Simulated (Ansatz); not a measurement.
Consider SnSe2 in the CdI2 type structure (space group P-3m1, No. 164; a = 3.826 Å, c = 6.231 Å; layered, stacked along the Cartesian z axis). Axes: x lies along a and z along c of the hexagonal cell.

Level of theory: r2SCAN+rVV10 in Ansatz (plane waves to 500 eV, PAW, no spin-orbit coupling).

For the base:

The pressure is 0.00 GPa and the shortest interatomic distance is 2.713 Å.

Perturbation: biaxial strain −4.26 %, plane normal [001], relaxed out of plane (Cartesian); in-plane vectors clamped, the third vector and the atoms free.

Question: Estimate the effect on the out-of-plane strain.

Answer: The out-of-plane strain comes out as +3.34 %.

Question: Estimate the effect on the pressure.

Answer: The pressure (mean of the normal stresses, compression positive) goes from zero to 4.52 GPa.

Question: What does the calculation give for the shortest interatomic distance after the change?

Answer: The shortest interatomic distance shrinks by 0.044 Å to 2.669 Å.

Stability against distortions was not tested.

Ansatz is a first-principles code.
